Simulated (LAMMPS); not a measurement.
Melts of Pt (fcc) cooled to 300 K at several rates.

Level of theory: classical MD, pair style meam, file library.meam (library.meam-Pt) (LAMMPS).

```json
[
 {"cooling rate (K/s)": "3e+12", "energy above the crystal": "0.093 eV/atom", "state": "glass", "density": "20.4 g/cm³ (one sample)", "coordination number": "9.8 (counted to 3.14 Å)", "rough cost": "60 core-minutes"},
 {"cooling rate (K/s)": "1e+13", "energy above the crystal": "0.097 eV/atom", "state": "glass", "density": "20.4 g/cm³ (one sample)", "coordination number": "9.8 (counted to 3.14 Å)", "rough cost": "15 core-minutes"},
 {"cooling rate (K/s)": "1e+14", "energy above the crystal": "0.133 eV/atom", "state": "glass", "density": "20.0 g/cm³ (one sample)", "coordination number": "9.3 (counted to 3.14 Å)", "rough cost": "5 core-minutes"}
]
```

Costs are rough and include melting and analysis.

Caution: the potential MEAM library.meam-Pt is a first-neighbour MEAM set with a 4 Å cutoff, used here without a parameter file and away from the static properties it was fitted to.
